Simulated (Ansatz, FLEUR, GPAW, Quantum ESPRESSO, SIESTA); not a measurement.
**PdPtAu (P3m1, 3 atoms in the cell) computed with different codes at matched settings**

Self-consistent single point.

```
PdPtAu
1.0
    2.84952     0.00000     0.00000
   -1.42476     2.46776     0.00000
    0.00000     0.00000     6.98638
Pd Pt Au
1 1 1
Direct
  0.00000   0.00000   0.33796
  0.66667   0.33333   0.65909
  0.33333   0.66667   0.00295
```

Shared settings, as Ansatz (a quantum-chemistry and plane-wave program) writes them: kpoints.mp_grid.grid = 16 16 6; scf.occupations.method = gaussian; scf.occupations.width = 0.136 eV. Potentials and cutoffs stand in the table.

```tsv
code	model	pressure (GPa)	largest force (eV/Å)	cutoff
Quantum ESPRESSO	PBEsol, SSSP 1.1.2 efficiency (PBE) pseudopotentials	-11.18	0.124	60 Ry
Ansatz	PBEsol, PAW files made with PBE	-10.59	0.107	420 eV
GPAW	PBEsol, GPAW PAW datasets PBEsol (made by gpaw-setup)	-9.28	0.050	550 eV
SIESTA	GGA PBEsol, numerical atomic orbitals DZP, PseudoDojo PBEsol standard norm-conserving potentials (rewritten from UPF to PSML)	-10.43	0.168	grid 400 Ry
FLEUR	PBEsol, all-electron FLAPW (FLEUR), scalar-relativistic valence	–	0.110	Kmax 4 1/bohr
```

Size of the force on each atom (eV/Å): Sizes of forces hide their directions.

```json
[
 {"code": "Quantum ESPRESSO", "Pd1": "0.086", "Pt2": "0.124", "Au3": "0.038"},
 {"code": "Ansatz", "Pd1": "0.074", "Pt2": "0.107", "Au3": "0.034"},
 {"code": "GPAW", "Pd1": "0.002", "Pt2": "0.048", "Au3": "0.050"},
 {"code": "SIESTA", "Pd1": "0.125", "Pt2": "0.168", "Au3": "0.040"},
 {"code": "FLEUR", "Pd1": "0.084", "Pt2": "0.110", "Au3": "0.029"}
]
```

A dash marks a value that a program does not give, or that is left out as unsure.

On Ansatz's run: spin-orbit coupling is off. Spin polarisation is off.

The spread over the programs that give each value: pressure within 1.90 GPa; largest force within 0.118 eV/Å.

SIESTA uses small atom-centred bases, whose incompleteness enters pressures, forces and empty levels differently from a plane-wave cutoff. FLEUR treats all electrons, but the usual bases taken here (sphere radii, linearisation, local orbitals, empty states) were not tested for convergence, so the values are no reference for the others. Ansatz's pressure is given at a fixed set of plane waves, as the other plane-wave codes print theirs; with its correction for the finite basis it is -10.54 GPa. In the pressure, GPAW (by 1.31) lies more than 1 GPa from the median of the plane-wave programs.

The starting cell comes from a database of computed structures (which also holds hypothetical and non-ambient phases and stackings), without a prior relaxation at this level.

Keys are those of Ansatz 0.2.
